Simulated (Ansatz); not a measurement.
Structures of equal composition on the (0001) surface of hcp Ru: a layer of Pt in place of the second plane; a layer of Pt in place of the third plane. The slabs share one bottom face, and each structure is named by its start. These are constructed structures in small cells; real faces may alloy, dewet or reconstruct in larger ones, and not all known structures of the face are among them. Slabs of about 11 Å, Fermi-Dirac smearing of 0.1 eV. Bottom of the slabs: a bare face, its two planes held. Relaxed from the named starts with such symmetry as they have, on meshes of like density; energies extrapolated to zero smearing; spin only where a row says so; no spin-orbit coupling, no U. Brackets mark spin-polarised runs, whose order is one that fits the cell.

Method: PBE (plane waves to 420 eV, PAW; Ansatz, a first-principles code).

Question: Order them by energy per 1x1 cell (lowest first) at the level PBE.

Answer: a layer of Pt in place of the third plane (0.000 eV), a layer of Pt in place of the second plane (0.276 eV)
